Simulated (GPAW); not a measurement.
# σxx against uniaxial strain in bcc Ta (space group 229): C11 (GPAW, LDA)

```
CELL_PARAMETERS angstrom
     -1.60166     1.62606     1.62606
      1.60166    -1.62606     1.62606
      1.60166     1.62606    -1.62606
ATOMIC_POSITIONS crystal
  Ta 0.00000 0.00000 0.00000
```

Method: LDA (Perdew-Wang 92), GPAW PAW datasets LDA (gpaw-data 1.0.1) (plane waves; GPAW). Settings: mode = pw; ecut = 585 eV; xc = LDA; kpts = 38 38 38; mesh shift (steps) = 0 0 0; occupations.name = fermi-dirac; occupations.width = 0.05 eV; nbands = -5; convergence.density = 1e-06 e/electron; convergence.energy = 1e-06 eV/electron; symmetry.symmorphic = false; symmetry.tolerance = 0.0005; maxiter = 120. The cell above is the first row's. The rows stretch one cube axis (x) by the strain ε and hold the other two. Stress is positive in tension. In all rows the k mesh is held.

| ε (%) | σxx (GPa) |
|---|---|
| -1.5 | ? |
| -1.0 | -3.20 |
| -0.5 | -1.62 |
| 0.0 | -0.08 |
| 0.5 | 1.40 |
| 1.0 | 2.83 |
| 1.5 | 4.22 |
| 2.0 | 5.57 |

Fit σxx of the 7 rows that show it with a parabola. Least squares gives σxx = -0.086 + 3.0167·ε - 0.0952·ε². Residuals (row less fit): -0.002, -0.002, 0.006, 0.001, -0.006, -0.005, 0.003; standard error 0.005 (degrees of freedom: 4). The slope at ε = 0, 3.0167 GPa per cent, gives C11 ≈ 100 × 3.0167 = 302 GPa, for the static lattice.

Q: Estimate the missing σxx (ε = -1.5); what did the run itself give?

A: σxx = -0.086 + 3.0167 × (-1.5) - 0.0952 × (-1.5)² = -4.825 GPa. The calculation gives -4.82 GPa, 0.005 GPa above the prediction (under 0.05 % of the range of σxx in the table). The row lies outside the fitted rows, so this is an extrapolation. From the scatter of the fitted rows alone, a prediction at this place has a standard error of 0.010 GPa, so the miss is 0.5 times that.

Carrying the step between the two nearest rows on in a straight line would have given -4.78, off by 0.04; series whose last step already gives the withheld value aren't shown. The reference cell has the volume at which an earlier scan in this program and functional put its minimum by a fit. The unstrained cell stands at a pressure of 0.08 GPa, and the constants belong to that pressure. Spin polarisation is off. Spin-orbit coupling is off. Without a gap such slopes are sensitive to mesh and smearing. Cutoffs and mesh are single choices, not tested for convergence of this quantity. Series with a scatter that would blur these digits, or in which a gap closes, are not shown. Strain series were run only where this level's volume lies within 10 % of a first guess from the measured size.
